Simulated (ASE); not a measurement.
Total g(r) from a molecular-dynamics run [in the run: mean pressure -0.5 GPa against a target of 0]. These are the machine-learned potential CHGNet 0.3.0 run with ASE values and carry that method's errors.

(r (Å), g(r)): (1.02, 0.00); (1.14, 0.00); (1.26, 0.00); (1.38, 0.00); (1.50, 0.07); (1.62, 2.41); (1.74, 4.14); (1.86, 2.24); (1.98, 0.58); (2.10, 0.13); (2.22, 0.02); (2.34, 0.10); (2.46, 0.40); (2.58, 0.47); (2.70, 0.47); (2.82, 0.79); (2.94, 1.37); (3.06, 2.10); (3.18, 2.41); (3.30, 1.62); (3.42, 0.72); (3.54, 0.20); (3.66, 0.09); (3.78, 0.14); (3.90, 0.36); (4.02, 0.80); (4.14, 1.37)

### Question
Which system gave this curve?
(A) BP (zinc blende), crystal, 303 K
(B) CaB6 (CaB6 type), crystal, 1199 K
(C) MgS (rock salt), crystal, 303 K
(D) BeS (zinc blende), crystal, 1570 K

### Answer
B, CaB6 (CaB6 type), crystal, 1199 K
